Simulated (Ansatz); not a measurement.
The parent structure is BN in the zinc blende structure (space group F-43m, No. 216).

```
BN
1.0
    0.00000     1.80256     1.80256
    1.80256     0.00000     1.80256
    1.80256     1.80256     0.00000
N B
1 1
Direct
  0.75000   0.75000   0.75000
  0.00000   0.00000   0.00000
```

Cartesian axes are those of the cell as printed.

Method: PBEsol (Ansatz, a first-principles code), no SOC, earlier PAW set.

Strains are applied to the cell and any free atomic positions relax.

One change was made to it. Results:

The pressure increases by 58.89 GPa, from -0.01 GPa to 58.88 GPa; the smallest direct gap grows by 0.58 eV (8.80 eV → 9.38 eV); the gap character remains indirect, Γ → X; the band gap rises by 0.12 eV, from 4.29 eV to 4.41 eV.

Problem. Name the change that was made.
(A) isotropic strain −4.00 %
(B) uniaxial strain ε_xx = +3.43 %
(C) isotropic strain −1.83 %
(D) strain tensor (xx, yy, zz, yz, xz, xy) = (−1.13, −0.38, +0.70, −0.34, +1.30, +2.03) %
(E) uniaxial strain ε_zz = −0.90 %

Solution. A, isotropic strain −4.00 %. For comparison, the band gap in the other runs: strain tensor (xx, yy, zz, yz, xz, xy) = (−1.13, −0.38, +0.70, −0.34, +1.30, +2.03) % gives 3.94 eV; isotropic strain −1.83 % gives 4.35 eV; uniaxial strain ε_xx = +3.43 % gives 3.96 eV; uniaxial strain ε_zz = −0.90 % gives 4.14 eV.

Stability against distortions was not tested. Labels are those of the standard path for the cell's own space group.
